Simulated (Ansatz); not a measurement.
Defect migration in rock-salt TiN: interstitial H, neutral cell. The step: one H atom jumps by itself; the atom moves 1.17 Å along (0.00, 0.00, -0.28) of the unit cell; the moving atom starts with neighbours N at 1.05; 3 Ti at 1.92 Å and ends with N at 1.05; 3 Ti at 1.92 Å. DFT values are from Ansatz (plane-wave PAW, 420 eV unless said) in a cell of 64 host sites, spin-restricted, static, with no finite-size correction. Sites that were not tried may lie lower. The order of the sites in energy changes with the mesh. For the PBE band: the check of the saddle point's order was inconclusive, and it lies on a symmetry element of the cell, where a band can be held.

```csv
Level,Forward barrier (eV)
"PBE, a 3×3×3 k-point mesh shifted by half a step, band relaxed",0.18
"PBE, a 4×4×4 k-point mesh shifted by half a step, same geometries",0.17
"r2SCAN at 500 eV, a 3×3×3 k-point mesh shifted by half a step, same geometries",0.17
```

Ansatz is an electronic-structure program.
